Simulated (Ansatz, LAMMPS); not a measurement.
Si well of 12 atomic layers along [001] in random Si0.5Ge0.5, interfaces one step of a layer. Cell 16.85 × 16.85 × 49.78 Å, Si431Ge217, 648 atoms. Prepared with Tersoff's 1989 multicomponent potential (SiCGe.tersoff) (LAMMPS): minimisation. 

Basis: localised support functions (accuracy medium) on a full density matrix. k-points: zone centre alone; occupations: Fermi-Dirac, 0.010 eV; spin polarisation not allowed. Scalar-relativistic, no spin-orbit coupling.

Q: Predict the gap and bonding from PBE, support functions at accuracy medium on the grid of 370 eV run with Ansatz (a first-principles code).

A: 
- Kohn-Sham gap of the cell on its k-mesh = 0.21 eV
- weight of the highest filled level on the well = 0.25
- weight of the lowest empty level on the well = 0.95
- coordination (neighbours within 2.875 Å) = 100.0 % 4-fold
- Ge-Ge bonds, mean ± spread = 2.477 ± 0.008 Å
- Ge-Si bonds, mean ± spread = 2.432 ± 0.009 Å
- Si-Si bonds, mean ± spread = 2.393 ± 0.008 Å
- bond angles, mean ± spread = 109.5° ± 1.4°
- pressure = -1.22 GPa
